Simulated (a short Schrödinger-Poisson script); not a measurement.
Solved with a short Schrödinger-Poisson script written for these runs: 1D Poisson equation in equilibrium, electrons quantum, Hartree (BenDaniel-Duke, 12 states a valley, the channel's in-plane mass for all, wave functions ending at the dielectric), parabolic valleys, classical holes, full ionisation, no traps, pinning or gate leakage.

System: MOS inversion layer, SiO2 on p-type Ge(111), at 400 K.

From the gate side: 0.9 nm SiO2; 620 nm Ge, acceptors 4.5e17 cm⁻³.

The device is made up for the run: typed textbook-type constants, with dimensions and the other settings drawn at random. SiO2: permittivity 3.9, conduction-band edge (eV) 3.1, gap (eV) 9, electron mass (mₑ) 0.5. Ge: permittivity 16, conduction-band edge (eV) 0, gap (eV) 0.664, Nv at 300 K (cm⁻³) 6e18.

Channel valleys (confinement mass, in-plane density-of-states mass, number): L1 1.59, 0.08, 1; L3 0.09, 0.34, 3. At the gate the conduction-band edge of layer 1 lies 3.44 eV − eVg above the Fermi level of the channel; the field vanishes at the back. Gaps are held at their typed values at every temperature. Mesh 0.03 nm at interfaces.

Give the sheet density of all electrons at Vg = 1.15 V (cm⁻²); the gate voltage at 1e11 electrons/cm² (V); the centroid of the channel electrons at Vg = 1.15 V (nm).

sheet density of all electrons at Vg = 1.15 V (cm⁻²): 1.01e13; gate voltage at 1e11 electrons/cm² (V): 0.36; centroid of the channel electrons at Vg = 1.15 V (nm): 2.16. Only the L valleys are kept; under strong confinement the Δ valleys of Ge fill too.
